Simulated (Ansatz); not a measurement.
**PBE against PBEsol: InSb, Al on a Sb site**

Consider an 8-atom supercell of InSb in the zinc blende structure (space group F-43m, No. 216; a = 6.635 Å) at its relaxed geometry.

(Cell as relaxed with PBE.)

Levels (all Ansatz, a quantum-chemistry and plane-wave program, PAW): PBE (420 eV, no SOC); PBEsol (420 eV, without spin-orbit coupling).

Each level relaxes its own structure.

One thing is altered: one Sb atom is replaced by Al, atoms relaxed at fixed cell, starting from a slightly rattled geometry.

| quantity | PBE | PBEsol |
|---|---|---|
| pressure | -0.8 GPa | [?] |
| largest displacement of a host atom from its site in the perfect cell | 0.09 Å | [?] |

Q: Given the PBE results, estimate those of PBEsol.

A: 
- pressure, PBEsol: -1.0 GPa
- largest displacement of a host atom from its site in the perfect cell, PBEsol: 0.08 Å

PBE's pressure lies 0.2 GPa above PBEsol's. Neither level is exact; PBEsol is the comparison here, not a measurement.

In so small a cell the defect repeats every few ångströms: this is an ordered compound, not a dilute defect. The final runs are not spin-polarised.
